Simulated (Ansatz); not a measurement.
Band structure of SrBi3 (Pm-3m, 4 atoms in the cell).

```
SrBi3
1.0
    5.04969     0.00000     0.00000
    0.00000     5.04969     0.00000
    0.00000     0.00000     5.04969
Sr Bi
1 3
Direct
  0.00000   0.00000   0.00000
  0.50000   0.50000   0.00000
  0.00000   0.50000   0.50000
  0.50000   0.00000   0.50000
```

Level of theory: PBEsol, default PAW files made with PBE (plane waves; Ansatz, a program for electronic structure).

Settings: kpoints.mp_grid.grid = 5 5 5; hamiltonian.xc = pbesol; hamiltonian.pseudopotentials = {kind: paw} (the program's default PAW files); scf.occupations.method = gaussian; scf.occupations.width = 0.0073 Ry; kpoints.band_path.npoints = 8.

The starting cell comes from a database of computed structures (which also holds hypothetical and non-ambient phases and stackings), without a prior relaxation at this level. Its lattice was rescaled by a random factor within 2.5 % of one. Spin-orbit coupling is off.

Levels in eV from the Fermi level, bands 25 to 32:
```csv
point,25,26,27,28,29,30,31,32
Γ,-3.26,0.50,0.50,0.50,1.52,2.12,2.12,2.80
X,-1.87,-1.59,-0.91,-0.91,-0.41,1.83,1.83,3.02
M,-1.44,-1.44,-0.93,-0.93,-0.81,2.37,2.96,3.35
R,-3.56,-3.56,1.41,3.41,3.41,3.41,3.51,3.51
```

Bands cross the Fermi level along this path, so the cell is metallic at this level.

Keys are those of Ansatz 0.2.
